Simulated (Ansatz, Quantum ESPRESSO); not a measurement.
# Mg₃Zn (Pm-3m, 4 atoms in the cell) computed with different codes at matched settings

Zone-centre phonon calculation.

```
Mg3Zn
1.0
    4.27552     0.00000     0.00000
    0.00000     4.27552     0.00000
    0.00000     0.00000     4.27552
Mg Zn
3 1
Direct
  0.50000   0.50000   0.00000
  0.00000   0.50000   0.50000
  0.50000   0.00000   0.50000
  0.00000   0.00000   0.00000
```

Shared settings, as Ansatz (a first-principles code) writes them: kpoints.mp_grid.grid = 6 6 6; scf.occupations.method = fermi_dirac; scf.occupations.width = 0.05 eV. Potentials and cutoffs stand in the table.

```tsv
code	model	highest zone-centre frequency (cm⁻¹)	cutoff
Quantum ESPRESSO	LDA (PZ), GBRV 1.5 ultrasoft (LDA) pseudopotentials	280	50 Ry
Ansatz	LDA (PW92), PAW files made with PBE	271	420 eV
```

The spread over the programs that give each value: highest zone-centre frequency within 9.0 cm⁻¹.

The same LDA comes in different parametrisations, which differ slightly.

The starting cell comes from a database of computed structures (which also holds hypothetical and non-ambient phases and stackings), without a prior relaxation at this level.

Keys are those of Ansatz 0.2.
